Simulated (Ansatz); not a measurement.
This Ansatz (a program for electronic structure) input is the reference run, WSe2 in the 2H-MoS2 type structure (space group P6_3/mmc, No. 194; layered, stacked along the Cartesian z axis), computed with PBEsol-D3(BJ)/PAW in Ansatz, without spin-orbit coupling:

Ansatz 0.2 input:
```yaml
crystal:
  lattice:
    - [3.2305026011, 0, 0]
    - [-1.6152513006, 2.7976973196, 0]
    - [0, 0, 12.4113114885]
  atoms:
    - { symbol: W, position: [0.3333333333, 0.6666666667, 0.25] }
    - { symbol: W, position: [0.6666666667, 0.3333333333, 0.75] }
    - { symbol: Se, position: [0.3333333333, 0.6666666667, 0.614550147] }
    - { symbol: Se, position: [0.6666666667, 0.3333333333, 0.114550147] }
    - { symbol: Se, position: [0.6666666667, 0.3333333333, 0.385449853] }
    - { symbol: Se, position: [0.3333333333, 0.6666666667, 0.885449853] }
basis: { ecutwfc: 420, ecutrho_ratio: 4, xc_grid: 2, fft_grid_basis: typed }
kpoints: { mp_grid: { grid: [12, 12, 3] } }
hamiltonian:
  xc: pbesol
  dispersion: d3bj
  pseudopotentials: { kind: paw }
scf: { occupations: { method: fermi_dirac, width: 0.05 }, convergence: { dr2_threshold: 0.0000000006 } }
output: { forces: true, stress: true }
checkpoint: { write: state.ck, write_every: 1000 }
```

### Question
Write the input for this change: a free-standing slab of 2 layers (6 atoms, 3 a layer) is cut normal to the stacking axis, with 15 Å of vacuum and the in-plane cell relaxed.

### Answer
Ansatz 0.2 input:
```yaml
crystal:
  lattice:
    - [3.2305026011, 0, 0]
    - [1.6152513006, 2.7976973196, 0]
    - [0, 0, 24.5678763776]
  atoms:
    - { symbol: Se, position: [0.3333333333, 0.3333333333, 0.3052766908] }
    - { symbol: W, position: [0.6666666667, 0.6666666667, 0.3737038634] }
    - { symbol: Se, position: [0.3333333333, 0.3333333333, 0.4421310359] }
    - { symbol: Se, position: [0.6666666667, 0.6666666667, 0.5578689641] }
    - { symbol: W, position: [0.3333333333, 0.3333333333, 0.6262961366] }
    - { symbol: Se, position: [0.6666666667, 0.6666666667, 0.6947233092] }
basis: { ecutwfc: 420, ecutrho_ratio: 4, xc_grid: 2, fft_grid_basis: typed }
kpoints: { mp_grid: { grid: [12, 12, 1] } }
hamiltonian:
  xc: pbesol
  dispersion: d3bj
  pseudopotentials: { kind: paw }
scf: { occupations: { method: fermi_dirac, width: 0.05 } }
relax: { f_tol: 0.01, max_steps: 60, cell: { stress_tol: 0.02, fix: [c, alpha, beta] } }
output: { forces: true, stress: true }
checkpoint: { write: state.ck, write_every: 1000 }
```
This is the input that was run; other choices of cell and start would serve too.

Whether these cells are dynamically stable was not tested.
